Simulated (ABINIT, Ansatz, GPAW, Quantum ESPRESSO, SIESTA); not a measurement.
**Code comparison for SiMo3 (Pm-3n, 8 atoms in the cell)**

Self-consistent single point.

```
SiMo3
1.0
    4.88970     0.00000     0.00000
    0.00000     4.88970     0.00000
    0.00000     0.00000     4.88970
Si Mo
2 6
Cartesian
  2.44485   2.44485   2.44485
  0.00000   0.00000   0.00000
  0.00000   2.44485   1.22243
  0.00000   2.44485   3.66728
  1.22243   0.00000   2.44485
  3.66728   0.00000   2.44485
  2.44485   1.22243   0.00000
  2.44485   3.66728   0.00000
```

Shared settings, as Ansatz (a quantum-chemistry and plane-wave program) writes them: kpoints.mp_grid.grid = 4 4 4; scf.occupations.method = fermi_dirac; scf.occupations.width = 0.01 Ry. Potentials and cutoffs stand in the table.

```csv
code,model,pressure (GPa),cutoff
Quantum ESPRESSO,"PBE, PseudoDojo standard norm-conserving (PBE) pseudopotentials",3.71,80 Ry
SIESTA,"GGA PBE, numerical atomic orbitals TZP, PseudoDojo PBE standard norm-conserving potentials (rewritten from UPF to PSML)",2.55,grid 350 Ry
GPAW,"PBE, GPAW PAW datasets PBE (gpaw-data 1.0.1)",3.35,550 eV
Ansatz,"PBE, PAW files",3.47,30.9 Ry
ABINIT,"PBE, norm-conserving pseudopotentials (PseudoDojo nc-sr-05 PBE standard)",3.71,40 Ha
```

On Ansatz's run: spin polarisation is off.

The spread over the programs that give each value: pressure within 1.16 GPa.

SIESTA uses small atom-centred bases, whose incompleteness enters pressures, forces and empty levels differently from a plane-wave cutoff. Ansatz's pressure is given at a fixed set of plane waves, as the other plane-wave codes print theirs; with its correction for the finite basis it is 3.51 GPa. In the pressure, SIESTA (by 1.04) lies more than 1 GPa from the median of the plane-wave programs.

On the base mesh (5 5 5) the same programs gave: Ansatz pressure 2.21 GPa; Quantum ESPRESSO pressure 2.45 GPa; ABINIT pressure 2.45 GPa; GPAW pressure 2.08 GPa; SIESTA pressure 1.31 GPa.

The values differ from the base mesh's, so the mesh still matters here: the table compares the programs at equal settings.

The starting cell comes from a database of computed structures (which also holds hypothetical and non-ambient phases and stackings), without a prior relaxation at this level.

Keys are those of Ansatz 0.2.
